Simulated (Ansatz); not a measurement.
## Si well of 13 atomic layers along [001] in random Si0.5Ge0.5, 5 % Ge through the well

Prepared with Tersoff's 1989 multicomponent potential (SiCGe.tersoff) (LAMMPS): minimisation. Geometry as solved with PBE, support functions at accuracy medium on the grid of 370 eV (Ansatz, an electronic-structure program).

```xyz
720
Lattice="16.85 0.00 0.00 0.00 16.85 0.00 0.00 0.00 55.32" Properties=species:S:1:pos:R:3 pbc="T T T"
Si    -0.03     0.00     0.00
Ge     1.42     1.39     1.40
Si     2.82     2.81     0.01
Si     4.22     4.20     1.35
Si     2.83    -0.01     2.80
Si     4.18     1.39     4.19
Si     0.04     2.80     2.81
Si     1.43     4.13     4.19
Ge     0.01     0.00     5.65
Si     1.46     1.40     7.01
Si     2.80     2.75     5.57
Ge     4.22     4.17     6.98
Si     2.84     0.02     8.36
Si     4.19     1.39     9.78
Ge     0.02     2.77     8.43
Si     1.41     4.20     9.83
Ge    -0.01     0.02    11.25
Si     1.40     1.45    12.60
Si     2.78     2.76    11.16
Ge     4.22     4.14    12.57
Ge     2.80     0.00    13.98
Si     4.25     1.38    15.39
Si    -0.01     2.81    13.95
Ge     1.34     4.22    15.38
Si    -0.03    -0.05    16.75
Ge     1.38     1.36    18.15
Ge     2.84     2.80    16.76
Si     4.22     4.21    18.19
Si     2.81    -0.05    19.51
Ge     4.22     1.40    20.88
Si    -0.03     2.83    19.51
Si     1.39     4.21    20.87
Si     0.04     0.02    22.18
Si     1.40     1.41    23.57
Si     2.79     2.83    22.24
Si     4.22     4.22    23.57
Si     2.81     0.00    24.91
Si     4.21     1.40    26.26
Si     0.00     2.81    24.92
Si     1.41     4.20    26.26
Si     0.00     0.01    27.61
Si     1.40     1.40    28.96
Si     2.81     2.80    27.61
Si     4.22     4.21    28.95
Si     2.81     0.00    30.31
Si     4.22     1.40    31.64
Si     0.00     2.80    30.31
Si     1.41     4.21    31.64
Si    -0.01    -0.01    33.00
Si     1.40     1.40    34.31
Si     2.81     2.80    32.99
Si     4.21     4.16    34.36
Ge     2.81    -0.01    35.69
Ge     4.24     1.43    37.14
Ge     0.00     2.79    35.73
Si     1.40     4.22    37.14
Si    -0.03     0.01    38.49
Ge     1.38     1.44    39.87
Si     2.79     2.85    38.49
Ge     4.22     4.21    39.90
Ge     2.83     0.02    41.29
Si     4.23     1.43    42.68
Si     0.00     2.81    41.34
Si     1.40     4.20    42.68
Ge    -0.03     0.02    44.10
Si     1.42     1.39    45.50
Ge     2.82     2.82    44.09
Si     4.22     4.22    45.54
Si     2.81     0.02    46.85
Ge     4.20     1.41    48.30
Ge     0.03     2.80    46.93
Si     1.45     4.19    48.34
Ge     0.00     0.02    49.67
Ge     1.41     1.44    51.12
Si     2.82     2.84    49.72
Si     4.22     4.16    51.10
Si     2.80    -0.01    52.49
Ge     4.20     1.42    53.88
Si    -0.04     2.80    52.54
Ge     1.39     4.18    53.93
Ge    -0.05     5.65    -0.03
Ge     1.38     7.04     1.43
Ge     2.78     8.45    -0.02
Ge     4.24     9.86     1.38
Ge     2.83     5.56     2.81
Si     4.25     6.98     4.20
Si     0.00     8.46     2.81
Si     1.38     9.81     4.17
Ge     0.02     5.56     5.56
Ge     1.43     6.97     7.01
Ge     2.81     8.41     5.55
Ge     4.18     9.88     7.01
Si     2.79     5.54     8.41
Ge     4.21     6.93     9.79
Ge    -0.02     8.41     8.41
Ge     1.39     9.90     9.80
Si    -0.02     5.57    11.18
Si     1.33     6.99    12.54
Ge     2.77     8.40    11.19
Ge     4.22     9.85    12.58
Ge     2.76     5.62    13.93
Ge     4.20     7.02    15.39
Ge    -0.04     8.37    13.99
Ge     1.37     9.83    15.40
Si    -0.06     5.63    16.81
Si     1.35     6.98    18.19
Ge     2.78     8.42    16.85
Si     4.21     9.84    18.21
Si     2.80     5.60    19.52
Si     4.21     7.02    20.86
Si    -0.02     8.41    19.52
Si     1.40     9.82    20.86
Si     0.00     5.62    22.21
Si     1.43     7.00    23.54
Si     2.82     8.43    22.20
Si     4.23     9.82    23.56
Si     2.82     5.61    24.91
Si     4.22     7.02    26.26
Ge     0.00     8.43    24.91
Si     1.43     9.84    26.29
Si     0.00     5.59    27.60
Si     1.40     7.00    28.93
Si     2.81     8.42    27.61
Si     4.23     9.83    28.94
Si     2.80     5.61    30.28
Si     4.19     7.03    31.61
Si    -0.02     8.39    30.27
Ge     1.42     9.81    31.63
Si     0.01     5.61    32.98
Si     1.40     7.01    34.32
Si     2.84     8.40    33.02
Si     4.21     9.82    34.37
Ge     2.81     5.61    35.73
Si     4.24     7.03    37.11
Ge     0.01     8.43    35.74
Si     1.46     9.82    37.11
Si     0.02     5.62    38.47
Ge     1.45     7.01    39.86
Si     2.86     8.44    38.47
Si     4.22     9.82    39.87
Si     2.79     5.58    41.32
Ge     4.22     6.98    42.70
Ge    -0.01     8.46    41.26
Ge     1.40     9.88    42.71
Ge     0.01     5.57    44.12
Ge     1.41     6.98    45.59
Ge     2.82     8.44    44.15
Si     4.23     9.82    45.54
Si     2.82     5.54    46.94
Ge     4.21     7.01    48.28
Si     0.00     8.40    46.97
Si     1.37     9.81    48.32
Ge    -0.01     5.57    49.71
Ge     1.37     7.04    51.16
Ge     2.80     8.46    49.73
Si     4.21     9.82    51.16
Ge     2.85     5.58    52.50
Ge     4.27     7.02    53.93
Si    -0.04     8.44    52.56
Si     1.36     9.82    53.89
Ge    -0.02    11.24    -0.03
Ge     1.40    12.69     1.40
Si     2.86    14.07     0.02
Si     4.19    15.47     1.42
Ge     2.81    11.26     2.86
Si     4.20    12.67     4.26
Si    -0.05    14.07     2.79
Ge     1.42    15.41     4.20
Ge     0.04    11.27     5.57
Si     1.45    12.65     6.99
Si     2.83    14.03     5.65
Si     4.19    15.42     7.02
Si     2.81    11.31     8.40
Si     4.20    12.70     9.76
Ge    -0.01    14.01     8.38
Ge     1.44    15.48     9.78
Si    -0.04    11.29    11.18
Ge     1.37    12.72    12.55
Si     2.84    14.07    11.16
Si     4.19    15.45    12.53
Ge     2.79    11.27    13.99
Si     4.21    12.66    15.37
Si    -0.05    14.08    14.01
Si     1.35    15.45    15.37
Ge    -0.07    11.27    16.79
Si     1.39    12.64    18.18
Ge     2.80    14.06    16.76
Si     4.24    15.46    18.16
Si     2.80    11.24    19.53
Si     4.22    12.64    20.86
Si    -0.02    14.04    19.50
Si     1.40    15.42    20.85
Si    -0.03    11.21    22.17
Ge     1.41    12.62    23.56
Si     2.83    14.06    22.19
Si     4.22    15.44    23.57
Si     2.85    11.21    24.93
Si     4.23    12.64    26.26
Si     0.01    14.05    24.96
Si     1.42    15.46    26.27
Si     0.01    11.23    27.61
Si     1.41    12.65    28.95
Si     2.82    14.04    27.61
Si     4.22    15.44    28.96
Si     2.84    11.26    30.27
Si     4.22    12.63    31.65
Si     0.00    14.05    30.29
Si     1.40    15.44    31.66
Ge    -0.04    11.26    33.02
Si     1.43    12.66    34.39
Si     2.81    14.03    33.00
Si     4.23    15.44    34.31
Si     2.80    11.21    35.72
Ge     4.18    12.61    37.15
Si    -0.03    14.03    35.70
Ge     1.36    15.42    37.13
Ge     0.01    11.25    38.48
Si     1.39    12.68    39.90
Si     2.77    14.03    38.53
Ge     4.25    15.41    39.87
Ge     2.83    11.27    41.25
Si     4.23    12.67    42.67
Si    -0.01    14.00    41.29
Ge     1.38    15.42    42.68
Si    -0.01    11.28    44.09
Si     1.39    12.61    45.46
Ge     2.83    14.02    44.10
Si     4.18    15.48    45.50
Ge     2.77    11.22    46.92
Si     4.13    12.65    48.35
Ge     0.00    14.05    46.84
Ge     1.47    15.44    48.28
Ge     0.03    11.21    49.77
Si     1.42    12.68    51.13
Si     2.81    14.04    49.76
Si     4.19    15.45    51.13
Ge     2.81    11.25    52.54
Si     4.22    12.67    53.96
Si     0.01    13.99    52.53
Ge     1.40    15.43    53.93
Ge     5.63     0.00     0.03
Si     7.05     1.43     1.40
Si     8.42     2.84     0.06
Si     9.81     4.24     1.41
Ge     8.40     0.01     2.84
Si     9.85     1.38     4.20
Ge     5.60     2.81     2.79
Si     7.02     4.25     4.17
Ge     5.57    -0.03     5.60
Ge     7.01     1.39     7.05
Ge     8.41     2.80     5.55
Ge     9.81     4.20     7.01
Si     8.45     0.00     8.42
Si     9.83     1.33     9.81
Si     5.59     2.79     8.45
Si     6.98     4.19     9.79
Si     5.55     0.00    11.17
Ge     6.97     1.38    12.58
Ge     8.43     2.80    11.16
Si     9.85     4.15    12.61
Ge     8.46    -0.04    13.95
Ge     9.91     1.39    15.37
Si     5.61     2.77    14.03
Si     7.00     4.15    15.38
Si     5.61     0.03    16.81
Si     7.01     1.39    18.17
Ge     8.43     2.80    16.78
Si     9.85     4.23    18.17
Si     8.43     0.00    19.52
Si     9.83     1.41    20.86
Si     5.65     2.83    19.51
Si     7.04     4.23    20.86
Si     5.66    -0.02    22.25
Si     7.04     1.41    23.57
Si     8.43     2.81    22.21
Si     9.82     4.22    23.56
Si     8.43     0.00    24.91
Si     9.82     1.41    26.26
Si     5.62     2.80    24.91
Si     7.02     4.21    26.26
Si     5.62     0.00    27.60
Si     7.02     1.40    28.95
Si     8.42     2.81    27.61
Si     9.83     4.21    28.94
Si     8.43     0.00    30.30
Si     9.83     1.39    31.65
Si     5.62     2.80    30.29
Si     7.05     4.18    31.62
Si     5.63     0.01    33.00
Si     7.04     1.40    34.37
Si     8.43     2.79    32.99
Si     9.84     4.17    34.34
Si     8.44     0.00    35.73
Si     9.81     1.38    37.11
Si     5.64     2.81    35.71
Si     6.98     4.18    37.11
Si     5.67     0.01    38.52
Si     7.04     1.39    39.90
Si     8.37     2.76    38.45
Ge     9.78     4.13    39.88
Si     8.46     0.03    41.28
Si     9.79     1.35    42.76
Si     5.63     2.76    41.29
Ge     6.99     4.16    42.75
Ge     5.61     0.03    44.10
Si     7.02     1.45    45.50
Si     8.44     2.77    44.13
Si     9.82     4.15    45.50
Ge     8.44     0.05    46.90
Si     9.86     1.45    48.30
Si     5.61     2.81    46.86
Ge     7.01     4.19    48.28
Si     5.56     0.02    49.78
Si     6.96     1.41    51.12
Ge     8.42     2.77    49.72
Ge     9.85     4.25    51.13
Ge     8.35     0.02    52.55
Ge     9.82     1.47    53.94
Si     5.61     2.82    52.48
Ge     7.02     4.20    53.94
Si     5.63     5.61     0.05
Si     7.06     6.97     1.39
Si     8.37     8.36    -0.03
Ge     9.79     9.78     1.34
Si     8.44     5.61     2.80
Si     9.82     7.00     4.17
Ge     5.66     8.38     2.80
Si     7.03     9.82     4.21
Si     5.63     5.61     5.57
Si     6.99     7.00     6.94
Ge     8.44     8.42     5.59
Si     9.88     9.83     6.97
Ge     8.34     5.62     8.39
Ge     9.85     7.04     9.76
Ge     5.61     8.39     8.36
Ge     7.04     9.85     9.75
Si     5.63     5.54    11.18
Ge     7.02     6.96    12.56
Ge     8.44     8.45    11.20
Ge     9.85     9.91    12.61
Ge     8.44     5.54    14.01
Ge     9.83     7.01    15.45
Ge     5.65     8.43    13.99
Ge     7.09     9.86    15.40
Ge     5.65     5.59    16.79
Si     7.05     7.05    18.17
Si     8.45     8.44    16.84
Si     9.85     9.85    18.15
Si     8.44     5.63    19.51
Si     9.83     7.04    20.86
Si     5.62     8.43    19.52
Si     7.03     9.83    20.87
Si     5.62     5.62    22.21
Si     7.02     7.01    23.56
Si     8.42     8.42    22.21
Si     9.82     9.82    23.55
Si     8.42     5.61    24.91
Si     9.82     7.01    26.26
Si     5.62     8.42    24.90
Si     7.02     9.83    26.25
Si     5.62     5.62    27.60
Si     7.02     7.02    28.95
Si     8.42     8.42    27.61
Si     9.82     9.83    28.96
Si     8.43     5.61    30.29
Si     9.82     7.01    31.65
Si     5.61     8.43    30.29
Si     7.01     9.83    31.65
Ge     5.61     5.60    32.98
Si     7.00     7.05    34.35
Si     8.40     8.41    32.98
Ge     9.81     9.87    34.33
Ge     8.39     5.58    35.71
Ge     9.80     7.04    37.12
Si     5.61     8.42    35.73
Ge     7.02     9.85    37.12
Si     5.61     5.61    38.45
Ge     6.98     7.04    39.85
Si     8.43     8.46    38.52
Si     9.85     9.81    39.86
Ge     8.38     5.59    41.29
Ge     9.85     7.03    42.66
Si     5.56     8.41    41.25
Ge     6.98     9.80    42.64
Si     5.60     5.59    44.16
Si     6.98     7.00    45.50
Ge     8.39     8.39    44.10
Ge     9.87     9.81    45.49
Ge     8.45     5.61    46.88
Si     9.88     7.00    48.30
Si     5.61     8.40    46.86
Ge     6.99     9.79    48.29
Ge     5.61     5.59    49.74
Ge     7.04     7.01    51.19
Ge     8.47     8.39    49.71
Si     9.82     9.79    51.13
Si     8.46     5.62    52.58
Si     9.81     7.00    53.96
Si     5.63     8.47    52.53
Si     6.99     9.80    53.95
Si     5.62    11.24    -0.05
Ge     6.98    12.62     1.38
Ge     8.42    14.02    -0.05
Ge     9.83    15.42     1.43
Ge     8.42    11.22     2.82
Ge     9.85    12.66     4.25
Ge     5.57    14.07     2.83
Si     7.02    15.43     4.23
Ge     5.66    11.27     5.59
Si     7.03    12.70     7.00
Si     8.39    14.07     5.61
Ge     9.84    15.44     6.99
Ge     8.50    11.29     8.35
Si     9.87    12.68     9.81
Si     5.60    14.04     8.37
Ge     7.02    15.43     9.80
Ge     5.63    11.31    11.16
Si     7.08    12.67    12.59
Si     8.47    14.03    11.20
Si     9.88    15.40    12.57
Si     8.45    11.31    14.00
Si     9.87    12.63    15.37
Ge     5.60    14.04    13.94
Ge     7.01    15.45    15.42
Ge     5.60    11.26    16.80
Si     7.04    12.64    18.20
Ge     8.47    14.02    16.81
Si     9.87    15.47    18.17
Si     8.44    11.22    19.52
Si     9.84    12.64    20.86
Si     5.63    14.05    19.51
Si     7.04    15.44    20.87
Si     5.62    11.23    22.21
Si     7.02    12.63    23.56
Si     8.43    14.03    22.21
Si     9.82    15.44    23.56
Si     8.42    11.23    24.91
Si     9.82    12.64    26.25
Si     5.62    14.03    24.91
Si     7.02    15.44    26.25
Si     5.63    11.23    27.60
Si     7.02    12.64    28.96
Si     8.42    14.04    27.60
Si     9.82    15.45    28.94
Si     8.42    11.23    30.31
Si     9.83    12.66    31.64
Si     5.62    14.04    30.31
Si     7.03    15.45    31.65
Si     5.61    11.23    33.01
Si     7.03    12.64    34.34
Si     8.43    14.05    33.00
Si     9.82    15.44    34.36
Si     8.41    11.27    35.71
Ge     9.86    12.63    37.11
Ge     5.64    14.07    35.73
Si     7.04    15.51    37.11
Si     5.61    11.23    38.55
Si     6.98    12.64    39.89
Ge     8.41    14.08    38.54
Si     9.85    15.49    39.92
Ge     8.43    11.24    41.23
Ge     9.87    12.65    42.68
Si     5.63    14.00    41.29
Ge     7.03    15.46    42.63
Ge     5.56    11.23    44.08
Ge     6.99    12.67    45.51
Ge     8.46    14.09    44.12
Si     9.86    15.48    45.52
Ge     8.43    11.23    46.90
Ge     9.85    12.67    48.30
Ge     5.53    14.07    46.95
Ge     6.98    15.51    48.36
Ge     5.55    11.23    49.72
Ge     6.97    12.65    51.17
Ge     8.41    14.06    49.75
Ge     9.85    15.46    51.17
Ge     8.43    11.18    52.56
Si     9.85    12.63    53.89
Si     5.56    14.07    52.56
Si     6.98    15.42    53.91
Ge    11.26     0.03     0.04
Si    12.69     1.41     1.41
Si    14.05     2.76     0.01
Ge    15.44     4.16     1.40
Si    14.03    -0.02     2.76
Ge    15.43     1.41     4.17
Ge    11.24     2.81     2.80
Si    12.63     4.21     4.22
Si    11.23    -0.02     5.53
Ge    12.64     1.37     6.93
Si    14.00     2.82     5.56
Ge    15.39     4.19     7.00
Ge    14.05    -0.03     8.43
Si    15.43     1.40     9.84
Ge    11.22     2.75     8.42
Ge    12.69     4.19     9.80
Si    11.23    -0.02    11.19
Si    12.62     1.40    12.53
Si    14.07     2.78    11.22
Si    15.45     4.19    12.59
Ge    13.97    -0.02    13.97
Ge    15.44     1.41    15.38
Si    11.27     2.79    13.93
Ge    12.65     4.19    15.37
Si    11.28    -0.03    16.79
Si    12.65     1.39    18.14
Si    14.04     2.80    16.81
Si    15.41     4.22    18.16
Si    14.05    -0.01    19.49
Si    15.46     1.38    20.83
Si    11.23     2.80    19.49
Si    12.61     4.23    20.83
Si    11.22    -0.01    22.21
Si    12.59     1.39    23.59
Ge    14.03     2.81    22.21
Si    15.46     4.24    23.59
Si    14.01     0.02    24.94
Si    15.44     1.41    26.27
Si    11.21     2.81    24.92
Si    12.63     4.21    26.26
Si    11.23     0.01    27.61
Si    12.63     1.40    28.95
Si    14.03     2.81    27.61
Si    15.44     4.21    28.96
Si    14.03     0.00    30.30
Si    15.43     1.40    31.66
Si    11.23     2.80    30.30
Si    12.63     4.20    31.65
Si    11.23     0.00    33.00
Si    12.63     1.39    34.36
Si    14.03     2.80    33.01
Si    15.46     4.21    34.32
Si    14.03    -0.02    35.72
Si    15.43     1.33    37.10
Si    11.19     2.75    35.71
Ge    12.62     4.16    37.07
Si    11.22    -0.01    38.49
Si    12.62     1.32    39.89
Ge    14.04     2.72    38.51
Ge    15.49     4.20    39.89
Si    14.04     0.04    41.31
Si    15.44     1.43    42.67
Ge    11.20     2.69    41.31
Ge    12.63     4.16    42.69
Si    11.21     0.01    44.14
Si    12.60     1.38    45.53
Ge    14.05     2.77    44.15
Si    15.45     4.21    45.55
Si    14.04     0.02    46.87
Si    15.41     1.39    48.27
Si    11.22     2.80    46.89
Ge    12.63     4.24    48.28
Ge    11.24     0.06    49.72
Si    12.63     1.44    51.16
Ge    14.05     2.79    49.74
Si    15.44     4.20    51.17
Ge    14.04     0.04    52.54
Si    15.46     1.42    53.96
Si    11.26     2.83    52.52
Ge    12.65     4.22    53.95
Si    11.19     5.63     0.03
Si    12.61     7.01     1.35
Si    14.00     8.38    -0.02
Ge    15.39     9.80     1.41
Ge    13.99     5.61     2.78
Ge    15.45     7.04     4.18
Ge    11.25     8.41     2.80
Si    12.62     9.88     4.21
Ge    11.25     5.64     5.61
Si    12.63     7.04     7.04
Ge    13.99     8.45     5.60
Ge    15.41     9.89     7.01
Si    14.03     5.65     8.39
Si    15.45     6.96     9.79
Si    11.23     8.45     8.35
Ge    12.60     9.88     9.76
Ge    11.23     5.58    11.22
Ge    12.68     7.00    12.64
Ge    14.06     8.41    11.16
Ge    15.42     9.89    12.60
Si    14.11     5.58    14.01
Si    15.41     6.99    15.42
Ge    11.28     8.47    14.05
Si    12.68     9.88    15.44
Si    11.26     5.60    16.81
Si    12.64     7.03    18.14
Si    14.03     8.42    16.77
Si    15.40     9.79    18.17
Si    14.03     5.63    19.50
Si    15.43     7.02    20.87
Si    11.23     8.43    19.50
Si    12.62     9.83    20.86
Si    11.22     5.62    22.20
Si    12.62     7.01    23.55
Si    14.01     8.42    22.21
Si    15.41     9.85    23.53
Si    14.03     5.61    24.91
Si    15.42     6.99    26.28
Si    11.20     8.40    24.88
Ge    12.63     9.83    26.25
Si    11.23     5.62    27.60
Si    12.63     7.01    28.97
Si    14.05     8.40    27.64
Si    15.45     9.83    28.95
Si    14.03     5.61    30.31
Si    15.44     7.01    31.64
Si    11.22     8.43    30.31
Si    12.64     9.84    31.64
Si    11.23     5.60    33.00
Si    12.64     7.02    34.31
Si    14.03     8.43    32.98
Si    15.38     9.83    34.38
Ge    14.07     5.64    35.71
Si    15.46     7.03    37.17
Ge    11.29     8.45    35.73
Si    12.69     9.86    37.14
Ge    11.22     5.60    38.51
Ge    12.64     7.09    39.88
Si    14.08     8.48    38.49
Si    15.42     9.87    39.89
Ge    14.04     5.62    41.28
Ge    15.43     7.03    42.72
Si    11.22     8.47    41.27
Ge    12.66     9.84    42.69
Ge    11.22     5.57    44.12
Ge    12.67     7.01    45.53
Si    14.04     8.43    44.11
Ge    15.48     9.80    45.49
Si    14.10     5.62    46.91
Si    15.46     7.00    48.30
Si    11.23     8.38    46.92
Ge    12.62     9.77    48.32
Si    11.25     5.65    49.70
Si    12.64     6.95    51.12
Ge    14.08     8.37    49.77
Si    15.45     9.83    51.18
Si    14.05     5.62    52.51
Si    15.39     7.05    53.89
Ge    11.25     8.39    52.53
Si    12.69     9.80    53.91
Ge    11.26    11.23    -0.05
Ge    12.68    12.65     1.43
Si    14.11    14.03     0.01
Si    15.44    15.46     1.39
Si    14.04    11.23     2.85
Si    15.44    12.65     4.16
Si    11.26    14.05     2.83
Si    12.62    15.47     4.15
Si    11.27    11.23     5.64
Si    12.62    12.64     7.02
Ge    14.02    14.05     5.58
Si    15.44    15.42     7.01
Si    14.02    11.31     8.40
Si    15.42    12.63     9.80
Si    11.25    14.04     8.42
Si    12.60    15.44     9.80
Si    11.24    11.31    11.20
Si    12.62    12.64    12.63
Ge    14.03    14.04    11.21
Si    15.43    15.43    12.63
Si    14.00    11.28    14.02
Si    15.39    12.68    15.36
Si    11.23    14.03    13.99
Si    12.60    15.40    15.40
Si    11.24    11.24    16.77
Si    12.62    12.64    18.13
Si    14.01    14.04    16.75
Si    15.42    15.42    18.12
Si    14.01    11.22    19.49
Si    15.42    12.62    20.83
Si    11.24    14.04    19.51
Si    12.64    15.44    20.85
Si    11.22    11.22    22.21
Si    12.62    12.64    23.55
Si    14.01    14.01    22.18
Ge    15.44    15.45    23.56
Si    14.05    11.27    24.88
Si    15.45    12.64    26.27
Si    11.23    14.04    24.91
Si    12.63    15.44    26.27
Si    11.20    11.26    27.63
Si    12.62    12.64    28.95
Si    14.03    14.04    27.61
Si    15.44    15.45    28.95
Si    14.03    11.24    30.28
Si    15.41    12.67    31.62
Si    11.23    14.06    30.29
Si    12.62    15.45    31.65
Si    11.26    11.28    32.97
Si    12.64    12.66    34.36
Si    14.03    14.06    32.99
Si    15.43    15.44    34.35
Si    14.02    11.25    35.73
Si    15.44    12.63    37.04
Si    11.25    14.07    35.70
Si    12.60    15.47    37.07
Si    11.25    11.18    38.51
Ge    12.62    12.63    39.91
Ge    14.03    14.05    38.44
Ge    15.45    15.46    39.92
Si    14.09    11.26    41.30
Si    15.45    12.65    42.70
Si    11.23    14.09    41.28
Ge    12.64    15.48    42.71
Si    11.26    11.24    44.08
Ge    12.62    12.68    45.47
Si    14.08    14.06    44.08
Si    15.40    15.46    45.48
Ge    14.02    11.22    46.90
Ge    15.46    12.62    48.32
Si    11.22    14.09    46.88
Ge    12.64    15.47    48.27
Ge    11.21    11.21    49.76
Ge    12.64    12.60    51.20
Ge    14.03    14.04    49.73
Ge    15.48    15.44    51.15
Si    14.08    11.20    52.57
Si    15.44    12.64    53.90
Si    11.23    14.02    52.56
Ge    12.66    15.40    53.96
```
